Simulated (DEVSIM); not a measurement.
CdS/CdTe n-p heterojunction

Device: CdS/CdTe n-p heterojunction, at 450 K.

```
layer (left to right)  material  thickness (μm)  Nd (cm⁻³)  Na (cm⁻³)  τn (s)  τp (s)
---------------------  --------  --------------  ---------  ---------  ------  ------
1                           CdS           0.290     3.4e16          -  1.5e-9  1.5e-9
2                          CdTe            1.40          -     1.1e17  1.5e-9  1.5e-9
```

Left contact: ohmic. Right contact: ohmic. Voltage is applied to the left contact. Recombination: SRH at mid-gap, radiative, Auger. Mobility is constant in doping.

Constants are typed, rounded textbook-type inputs, not results; the design itself was drawn at random and stands for no fabricated device. Values at 300 K; Nc and Nv go as T^1.5, mobilities as T to minus their exponent, the gap by Varshni's rule with the affinity fixed.

| parameter | CdS | CdTe |
|---|---|---|
| gap (eV) | 2.4 | 1.5 |
| affinity (eV) | 4.3 | 4.28 |
| permittivity | 9 | 10.2 |
| Nc (cm⁻³) | 2.2e18 | 8e17 |
| Nv (cm⁻³) | 1.8e19 | 1.8e19 |
| μn (cm²/Vs) | 300 | 1000 |
| μp (cm²/Vs) | 25 | 80 |
| T exponent of μn | 1.5 | 1.7 |
| T exponent of μp | 1.5 | 1.5 |
| B (cm³/s) | 1e-10 | 1e-10 |
| Cn (cm⁶/s) | 1e-30 | 1e-30 |
| Cp (cm⁶/s) | 1e-30 | 1e-30 |
| Varshni α (eV/K) | 0.00039 | 0.00031 |
| Varshni β (K) | 103 | 108 |

Model (solved in DEVSIM): 1D drift-diffusion, Boltzmann statistics, complete ionisation; no tunnelling, impact ionisation, image-force lowering or self-heating. Band offsets follow the typed affinities; no thermionic-emission limit at abrupt steps, no polarisation charge.

```json
{
 "potential_step_across_the_device_at_zero_bias": "1.029 V",
 "largest_field_in_the_device_at_zero_bias": "100000 V/cm",
 "Dark forward voltage at 1 A/cm²": "0.823 V",
 "Dark forward voltage at 100 A/cm²": "1.009 V"
}
```

Dark forward current:

(V (V), J (A/cm²)): (-0.05, -2.9e-9); (-0.10, -1.2e-8); (-0.15, -4.2e-8); (-0.20, -1.5e-7); (-0.25, -5.0e-7); (-0.30, -1.7e-6); (-0.35, -6.0e-6); (-0.40, -2.1e-5); (-0.45, -7.4e-5); (-0.50, -0.00026); (-0.55, -0.00094); (-0.60, -0.0034); (-0.65, -0.012); (-0.70, -0.043); (-0.75, -0.16); (-0.80, -0.56); (-0.85, -2.0); (-0.90, -7.2); (-0.95, -25); (-1.00, -82); (-1.05, -240); (-1.10, -550); (-1.15, -1100); (-1.20, -1700); (-1.25, -2600)

Small-signal capacitance in reverse bias (quasi-static):

```tsv
V (V)	C (nF/cm²)
0.04	41.3
0.1	40.1
0.2	38.2
0.3	36.6
0.4	35.1
```
